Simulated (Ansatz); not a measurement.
Results of LDA (Ansatz, a quantum-chemistry and plane-wave program, plane waves, PAW) for CsCl-type RuAl.

Numerical settings: plane-wave cutoff 520 eV, 16×16×16 k mesh, Fermi–Dirac smearing 0.1 eV, perturbation theory, force constants from a 4×4×4 q mesh, no spin polarisation, scalar-relativistic PAW data made under PBE.

Computed at the level's own relaxed cell. Harmonic vibrational thermodynamics at fixed volume:

```csv
T (K),S_vib (J/K per mol of atoms),C_V (J/K per mol of atoms),F_vib (eV/atom)
200,16.57,19.21,0.0312
400,31.52,23.25,-0.0200
500,36.78,23.84,-0.0554
600,41.16,24.16,-0.0959
800,48.16,24.50,-0.1888
900,51.05,24.59,-0.2402
1000,53.65,24.66,-0.2945
```

The crystal is taken as a harmonic solid at every temperature: melting, phase changes and thermal expansion are not seen, nor the electrons' share in a metal.
